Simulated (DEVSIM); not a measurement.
Structure: InP p-n junction from an implanted or diffused profile, at 300 K.

| layer (left to right) | material | thickness (μm) | Nd (cm⁻³) | τn (s) | τp (s) |
|---|---|---|---|---|---|
| 1 | InP | 8.70 | 4e16 | 2.6e-9 | 2.6e-9 |

Added acceptor profile: 1.3e18 cm⁻³ × exp(−(x − 0 μm)²/(2·(0.12 μm)²)). Left contact: ohmic. Right contact: ohmic. Voltage is applied to the left contact. Recombination: SRH at mid-gap, Auger. Mobility is constant in doping.

Constants are typed, rounded textbook-type inputs, not results; the design itself was drawn at random and stands for no fabricated device. Values at 300 K.

```
parameter         InP
-------------  ------
gap (eV)        1.344
affinity (eV)    4.38
permittivity     12.5
Nc (cm⁻³)      5.7e17
Nv (cm⁻³)      1.1e19
μn (cm²/Vs)      5200
μp (cm²/Vs)       170
Cn (cm⁶/s)      9e-31
Cp (cm⁶/s)      9e-31
```

DEVSIM, 1D drift-diffusion, Boltzmann statistics, complete ionisation; no tunnelling, impact ionisation, image-force lowering or self-heating.

The straggle of the profile was swept, all else fixed.

```csv
straggle of the profile (μm),dark forward voltage at 1 A/cm² (V),dark forward voltage at 100 A/cm² (V)
0.036,?,?
0.06,0.913,1.037
0.084,0.921,1.045
0.12,0.928,1.053
0.17,0.935,1.061
0.24,0.940,1.068
0.36,0.945,1.075
```

**Question.** Complete the blanks.

**Answer.** 
- 0.036, dark forward voltage at 1 A/cm² (V): 0.901
- 0.036, dark forward voltage at 100 A/cm² (V): 1.025
